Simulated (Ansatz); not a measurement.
Ansatz (a first-principles code) run on Hf (P6_3/mmc, 2 atoms in the cell): self-consistent single point.

Level of theory: PBE with spin-orbit coupling (plane waves, PAW; Ansatz).

```
CELL_PARAMETERS angstrom
      3.22015     0.00000     0.00000
     -1.61008     2.78873     0.00000
      0.00000     0.00000     5.08893
ATOMIC_POSITIONS crystal
  Hf 0.33333 0.66667 0.25000
  Hf 0.66667 0.33333 0.75000
```

Reference input (self-consistent single point, DFT, PBE, plane waves, default PAW files): kpoints.mp_grid.grid = 16 16 9; hamiltonian.xc = pbe; hamiltonian.pseudopotentials = {kind: paw} (the program's default PAW files); scf.occupations.method = gaussian; scf.occupations.width = 0.136 eV. This run's input differs from it in these lines:

Ansatz 0.2 input:
```diff
@@ -16,2 +16,5 @@
     kind: paw
+magnetization:
+  noncollinear: true
+  spin_orbit: true
 scf:
```

Output (repeated stretches shortened):

```
SCF iter   1: F=—  HF=-31480.225612 eV  |F-HF|=—  |Δ(HF+E_count)|=         —  Δρ=3.58e-2  dr2=7.18e-1  dr2_m=0.00e0 (ungated)  ethr=3.10e-3  |M|=0.00e0 ∫|m|=0.00e0 μB  |m|>n=0.0e0 m-floor=0.0e0 τ_xc=0.0e0  β_m=0.30  ⟨swp⟩=5.1  Hψ=19132  notcnv=0  defer=34
all-band conjugate gradients solve this SCF's bands
preconditioner: auto → Kerker (q_TF=auto, 2.788 Å⁻¹)
spin=Noncollinear: Kerker preconditioning applied to the charge; magnetization (m_x, m_y, m_z) channels mix plain (no charge-response kernel on spin).
   [... lines left out ...]
SCF iter   7: F=—  HF=-31479.989830 eV  |F-HF|=—  |Δ(HF+E_count)|=   1.74e-5  Δρ=5.53e-5  dr2=1.32e-6  dr2_m=0.00e0 (ungated)  ethr=2.62e-8  |M|=0.00e0 ∫|m|=0.00e0 μB  |m|>n=0.0e0 m-floor=0.0e0 τ_xc=0.0e0  β_m=0.96  ⟨swp⟩=2.1  Hψ=8581  notcnv=0  defer=478
SCF iter   8: F=-31479.989830 eV  HF=-31479.989830 eV  |F-HF|=8.54e-9  |Δ(HF+E_count)|=   1.14e-7  Δρ=8.80e-6  dr2=2.73e-8  dr2_m=0.00e0 (ungated)  ethr=1.92e-10  |M|=0.00e0 ∫|m|=0.00e0 μB  |m|>n=0.0e0 m-floor=0.0e0 τ_xc=0.0e0  ⟨swp⟩=9.2  Hψ=26693  notcnv=0
SCF 1 converged in 8 iterations: F = -31479.989830 eV  dr2 = 2.73e-8
Magnetization: |M| = 0.0000 μB,  M = (+0.0000, +0.0000, +0.0000) μB
Absolute magnetization: 0.0000 μB (∫|m|)
  site 0: m = (+0.0000, +0.0000, +0.0000) μB, |m| = 0.0000 μB  (R = 1.30 Å)
  site 1: m = (+0.0000, +0.0000, +0.0000) μB, |m| = 0.0000 μB  (R = 1.30 Å)
Free energy (F): -31479.989830 eV
Internal energy: -31479.975244 eV  (E = F + TS)
E sigma→0 (E₀):  -31479.982537 eV
Entropy (-TS):   -0.014587 eV (-7.293 meV/atom)
Fermi energy:    19.433101 eV
--- Forces (eV/Å), atoms counted from 1 ---
  atom   1  Hf     0.00000000    -0.00000000    -0.00000000
  atom   2  Hf     0.00000000     0.00000000     0.00000000
--- Stress (GPa, compression-positive) ---
       -1.770385      -0.000000      -0.000000
        0.000000      -1.770385      -0.000000
       -0.000000      -0.000000      -1.600822
  P = ⅓ Tr σ = -1.7139 GPa (-17.139 kbar)
  The stress holds the Pulay correction. Without it, at fixed plane waves, as pw.x and ABINIT print it: P = -1.7577 GPa
```

The run converged in 8 iterations. Against the reference run the pressure goes from -1.44 to -1.71 GPa.

The starting cell comes from a database of computed structures (which also holds hypothetical and non-ambient phases and stackings), without a prior relaxation at this level. Its lattice was rescaled by a random factor within 2.5 % of one. Ansatz's pressure includes its estimate of the finite-basis (Pulay) stress.

Cost on one core of a shared machine: roughly 30 s.
